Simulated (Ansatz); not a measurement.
# PBE against r2SCAN: Ti3Al, isotropic strain +0.49 %

Consider Ti3Al (space group P6_3/mmc, No. 194; a = 5.755 Å, c = 4.655 Å).

(Cell as relaxed with PBE.)

Levels (all Ansatz, a first-principles code, PAW, earlier PAW set): PBE (420 eV, no spin-orbit coupling); r2SCAN (500 eV, scalar-relativistic without spin-orbit coupling).

Each level relaxes its own structure.

| base | PBE | r2SCAN |
|---|---|---|
| volume per atom | 16.69 Å³ | 16.56 Å³ |
| lattice parameter a | 10.876 bohr | 10.861 bohr |
| band gap | zero | zero |

Now apply this change: the cell is scaled by 1.0049 in all directions, atoms relaxed at fixed cell.

```json
[
 {"quantity": "pressure (mean of the normal stresses, compression positive)", "PBE": "-1.6 GPa", "r2SCAN": "…"},
 {"quantity": "energy relative to the base (free energy F)", "PBE": "+1.3 meV/atom", "r2SCAN": "…"},
 {"quantity": "band gap", "PBE": "zero", "r2SCAN": "…"}
]
```

Q: Predict the r2SCAN column.

A: 
- pressure (mean of the normal stresses, compression positive), r2SCAN: -1.7 GPa
- energy relative to the base (free energy F), r2SCAN: +1.3 meV/atom
- band gap, r2SCAN: zero

The two agree on the energy relative to the base and band gap. Neither level is exact; r2SCAN is the comparison here, not a measurement.

Whether these cells are dynamically stable was not tested. The final runs are not spin-polarised.
